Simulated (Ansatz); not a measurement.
The starting structures come from a database of crystals and need not be the phases stable at ambient conditions.

By PBEsol, the system below comes out a metal.

The ballistic (Sharvin) conductance counts the channels at the Fermi level: G/A = (e²/h) × channels of both spins per area.

Here is the system:

```
CELL_PARAMETERS angstrom
      3.31723     0.00000     0.00000
      0.00000     3.31723     0.00000
      0.00000     0.00000     3.31723
ATOMIC_POSITIONS crystal
  Ga 0.50000 0.50000 0.50000
  Ag 0.00000 0.00000 0.00000
```

The cell is taken as given; by PBEsol it stands under a pressure of -5.4 GPa.

The current flows along the normal of the first two printed cell vectors, the (001) plane of the conventional cell. No spin-orbit coupling; the value is a mean over 0.1 eV about the Fermi level.

Q: State the ballistic conductance per area according to PBEsol (Ansatz, a quantum-chemistry and plane-wave program).

A: 0.90 × 10¹⁵ S/m² for both spins.
